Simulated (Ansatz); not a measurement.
## Cubic perovskite KMgF₃

All values below come from PBE-D4 (plane waves, PAW; Ansatz, a first-principles code).

Numerical settings: plane-wave cutoff 520 eV, 8×8×8 k mesh, Fermi–Dirac smearing 0.01 eV, scalar-relativistic PAW data made under PBE.

Cell: relaxed at this level.

| Item | Result |
|---|---|
| volume per atom | 13.14 Å³/atom |
| lattice constant a | 4.035 Å |
| band gap | 7.06 eV (indirect) |
| smallest direct gap on the k points sampled | 7.38 eV |

Measured, for comparison: equilibrium volume per atom 12.70 Å³/atom, lattice constant a 3.990 Å (room temperature, no zero-point or thermal correction; as tabulated in Vaitheeswaran et al. (2007), arXiv:cond-mat/0703621). Computed (rounded) less measured: equilibrium volume per atom +3.5 %, lattice constant a +1.1 %.

Static lattice: no zero-point or thermal effects.

Cost on a shared machine: roughly 40 core-seconds.
